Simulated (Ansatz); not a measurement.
The starting structures come from a database of crystals and need not be the phases stable at ambient conditions.

The decay constant κ of evanescent states in the gap governs leakage through a thin film.

Given:

```yaml
crystal:
  lattice:
    - [7.40471, 0.00000, 0.00000]
    - [2.16913, 7.07987, 0.00000]
    - [2.61779, -3.53994, 4.40272]
  atoms:
    - { symbol: Al, position: [0.75000, 0.75000, 0.50000] }
    - { symbol: Al, position: [0.50000, 0.50000, 0.00000] }
    - { symbol: Hg, position: [0.00000, 0.00000, 0.00000] }
    - { symbol: Te, position: [0.13582, 0.58990, 0.98477] }
    - { symbol: Te, position: [0.39487, 0.87941, 0.46931] }
    - { symbol: Te, position: [0.58990, 0.13582, 0.01523] }
    - { symbol: Te, position: [0.87941, 0.39487, 0.53069] }
```

Space group of this cell: I-4. The cell is taken as given.

Transport runs along the normal of the first two printed cell vectors, the (110) plane of the conventional cell.

The gap is the functional's own. No spin-orbit coupling. Mid-gap values are interpolated on the energy grid.

Q: Estimate the band gap and the smallest decay constant κ at mid-gap that r2SCAN run with Ansatz (a program for electronic structure) returns for this system.

A: Gap 1.55 eV on a 8×8×8 mesh; κ = 0.114 1/Å, at the zone centre.
